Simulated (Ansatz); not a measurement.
**What pressure 0.7 GPa does to Rb**

Start from Rb in the bcc (W type) structure (space group Im-3m, No. 229; a = 5.571 Å).

The change: a hydrostatic pressure of 0.7 GPa.

The values are results of PBEsol, PAW, 420 eV (Ansatz, an electronic-structure program; no spin-orbit coupling), not measurements. Settings: 12×12×12 k-points, 0.05 eV Fermi–Dirac smearing.

The volume per atom drops by 13.679 Å³ to 72.79 Å³ and the density grows by 0.31 g/cm³, from 1.64 g/cm³ to 1.95 g/cm³. The lattice parameter a shrinks by 0.311 Å to 5.260 Å and the enthalpy H = E + PV relative to the base's energy amounts to +0.34 eV/atom. The band gap remains zero.

Load acts through the strain it causes; cell and atoms are relaxed under it. Whether these cells are dynamically stable was not tested. The final runs are not spin-polarised.
